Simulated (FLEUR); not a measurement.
How far to go with the basis cutoff: HfN (I4mm, 2 atoms in the cell)

```xyz
2
Lattice="0.0000 2.2487 2.2487 2.2487 0.0000 2.2487 2.2487 2.2487 0.0000" Properties=species:S:1:pos:R:3 pbc="T T T"
Hf     0.0000     0.0000     0.0500
N      2.2487     2.2487     2.2487
```

Method: PBEsol, all-electron FLAPW (FLEUR), scalar-relativistic valence.

Base settings: Kmax = 4.4 1/bohr; GmaxXC = 17.6 1/bohr; xcFunctional = PBEs; jspins = 1; l_soc = F; mode = hist; fermiSmearingEnergy = 0.00367493 Htr; mesh (inpgen div1-3) = 5 5 5; inpgen gamma flag = false; Gmax = 17.6 1/bohr.

Moved along: Gmax, GmaxXC.

The second cell is the first with its lattice scaled by 0.98.

The mesh stays at the base's, so the ladder's end is converged at best in this setting alone.

Only quantities that move along the ladder and can be compared are tabulated.

The starting cell has typed, rounded lattice constants, without a prior relaxation at this level. Its lattice was rescaled by up to half a per cent. One atom was moved a little off its site on purpose. Values depend on the basis (sphere radii, cutoffs, local orbitals), which need not be converged.

| Kmax | free energy less the last step's (meV/atom) | energy of the compressed cell less the first (meV/atom) | largest difference of a force vector from the last step's (eV/Å) |
|---|---|---|---|
| 2.6 1/bohr | 6953.90 | 172.11 | 0.656 |
| 2.78 1/bohr | 5102.06 | -157.86 | 0.493 |
| 2.95 1/bohr | 3390.27 | 90.26 | 0.208 |
| 3.11 1/bohr | 2392.05 | -33.04 | 0.099 |
| 3.26 1/bohr | 1610.12 | 83.64 | 0.010 |
| 3.41 1/bohr | 1067.98 | 100.92 | 0.003 |
| 3.68 1/bohr | 534.88 | 76.18 | 0.014 |
| 3.94 1/bohr | 293.08 | 37.86 | 0.015 |
| 4.17 1/bohr | 163.84 | 37.70 | 0.008 |
| 4.4 1/bohr | 86.33 | 45.67 | 0.005 |
| 4.61 1/bohr | 48.18 | 44.67 | 0.005 |
| 4.82 1/bohr | 28.91 | 42.57 | 0.004 |
| 5.11 1/bohr | 12.61 | 44.91 | 0.003 |
| 5.39 1/bohr | 5.20 | 45.39 | 0.001 |
| 5.82 1/bohr | 0.00 | 45.60 | 0.000 |

Coarsest Kmax that holds the energy of the compressed cell less the first within 2 meV/atom of the last step, with all finer ones: 5.11 1/bohr; the step before is off by 3.0 meV/atom.

Coarsest Kmax that holds the free energy within 2 meV/atom: not settled: the last two steps still differ by 5.2 meV/atom, over half the tolerance, so the ladder does not show it.

Coarsest Kmax that holds the forces within 0.02 eV/Å of the last step, with all finer ones: 3.26 1/bohr; the step before is off by 0.099 eV/Å.

Two neighbours can agree and both be off: 3.94 1/bohr and 4.17 1/bohr differ by 0.16 meV/atom in the energy of the compressed cell less the first, yet lie about 7.9 meV/atom from the last step.
